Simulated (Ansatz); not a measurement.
We consider CsSnBr3 (Pm-3m, No. 221, 5 atoms in the cell; start mp-27214), described by PBE0 in Ansatz (PAW).

Run with plane-wave cutoff 500 eV, 6×6×6 k mesh, Fermi–Dirac smearing 0.05 eV, scalar-relativistic PAW data made under PBE.

Cell (relaxed with PBEsol):

```cif
data_Br3CsSn
_chemical_formula_sum 'Cs1 Sn1 Br3'
_space_group_name_H-M_alt 'Pm-3m'
_space_group_IT_number 221
_space_group_name_Hall '-P 4 2 3'
_cell_length_a 5.75882
_cell_length_b 5.75882
_cell_length_c 5.75882
_cell_angle_alpha 90.000
_cell_angle_beta 90.000
_cell_angle_gamma 90.000
loop_
_atom_site_label
_atom_site_type_symbol
_atom_site_symmetry_multiplicity
_atom_site_Wyckoff_symbol
_atom_site_fract_x
_atom_site_fract_y
_atom_site_fract_z
_atom_site_occupancy
Cs1 Cs 1 a 0.00000 0.00000 0.00000 1
Sn1 Sn 1 b 0.50000 0.50000 0.50000 1
Br1 Br 3 c 0.00000 0.50000 0.50000 1
```

Predict the band gap.


band gap: 1.19 eV (on the SCF k mesh)

Note: exact exchange on metals is sensitive to the k mesh and can open a false gap; cell and atoms aren't relaxed at this level (pressure 1.2 GPa).

Spin–orbit coupling is not included.

Static lattice: no zero-point or thermal effects.

Computing time: very roughly 13 core-minutes.

A start named mp-… is a Materials Project structure, which need not be a measured phase.

Ansatz is an electronic-structure program.
